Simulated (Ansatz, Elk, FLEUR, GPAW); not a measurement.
Ti3Zn (I4/mmm, 4 atoms in the cell) computed with different codes at matched settings

Self-consistent single point, at a second geometry (lattice scaled by 0.98). First geometry:

```
CELL_PARAMETERS angstrom
     -1.94369     1.94369     4.14949
      1.94369    -1.94369     4.14949
      1.94369     1.94369    -4.14949
ATOMIC_POSITIONS crystal
  Ti 0.75000 0.25000 0.50000
  Ti 0.25000 0.75000 0.50000
  Ti 0.50000 0.50000 0.00000
  Zn 0.00000 0.00000 0.00000
```
Moments meant for the start (each program seeds them in its own way; μB, in the order of the atoms Ti Ti Ti Zn): 1.0 1.0 1.0 0.0.

Shared settings, as Ansatz (a quantum-chemistry and plane-wave program) writes them: kpoints.mp_grid.grid = 6 6 6; scf.occupations.method = fermi_dirac; scf.occupations.width = 0.1 eV. Potentials and cutoffs stand in the table.

```csv
code,model,ΔF from the first geometry (meV/atom),cutoff
Elk,"PBEsol, all-electron FP-LAPW, Elk's shipped species files, default APW+lo basis",24.9,rgkmax 7
Ansatz,"PBEsol, PAW files made with PBE",18.7,default
GPAW,"PBEsol, GPAW PAW datasets PBEsol (made by gpaw-setup)",22.2,800 eV
FLEUR,"PBEsol, all-electron FLAPW (FLEUR), scalar-relativistic valence",22.1,Kmax 4.2 1/bohr
```

On Ansatz's run: the starting moments vanished: the run ended non-magnetic. The program warned that a starting moment was not kept.

The spread over the programs that give each value: ΔF from the first geometry within 6.2 meV/atom.

Elk and FLEUR treat all electrons, but the usual bases taken here (sphere radii, linearisation, local orbitals, empty states) were not tested for convergence, so the values are no reference for the others.

The starting cell comes from a database of computed structures (which also holds hypothetical and non-ambient phases and stackings), without a prior relaxation at this level. Its lattice was rescaled by a random factor within 2.5 % of one. For this run, on top of that: lattice scaled by 0.98.

Left out of this page: SIESTA (unsound by tests on forces, stress, charge or solver warnings).

Keys are those of Ansatz 0.2.
